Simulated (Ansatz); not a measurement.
Point defect W on the In site + O interstitial in bixbyite In2O3

Method: PBE, PAW (plane waves to 420 eV; Ansatz, a quantum-chemistry and plane-wave program). A supercell of 80 sites (1×1×1 repeats of a cell of 80 atoms) was used; the energies come from a 2×2×2 Γ-centred sampling of its zone. Sites at the start: the In(2) site; void 4.46 Å away. These values are not converged in cell size to better than tenths of an eV. PBE underestimates the host's gap, which shifts levels and can delocalise carriers. Spin–orbit coupling is left out, which matters for these heavy elements. Each state is the lowest found from its start.

The name describes the start; the neighbours show where the atoms ended.

```
charge         moment (μB)  point group  largest move off a lattice site (Å)  neighbours of the last O atom of the defect at the end (Å)  above the lowest spin state (eV)
------  ------------------  -----------  -----------------------------------  ----------------------------------------------------------  --------------------------------
+1      not spin-polarised           C3                                 0.35   W 1.78, O 2.35, O 2.35, O 2.35, In 2.48, In 2.48, In 2.48                              0.00
0†                quenched            –                                 0.36   W 1.79, O 2.35, O 2.35, O 2.35, In 2.48, In 2.48, In 2.48                              0.00
−1†             fractional            –                                 0.35   W 1.80, O 2.35, O 2.35, O 2.36, In 2.43, In 2.44, In 2.47                              0.00
−1      not spin-polarised           C3                                 0.35   W 1.80, O 2.35, O 2.35, O 2.35, In 2.46, In 2.46, In 2.46                              0.00
```

† Not settled in this cell, so no level is given: charge 0: a level filled in part; charge −1: fractional moment.

Point groups are those of the whole cell at tolerances of 0.03 and 0.1 Å ("near" where only the looser one holds); none is given for unsettled states.

Starting moments that weren't kept: charge 0 began with 1 μB and ended with 0.0; charge −1 began with 2 μB and ended with 0.2.

No other site or start that was run ended lower by more than 0.1 eV.
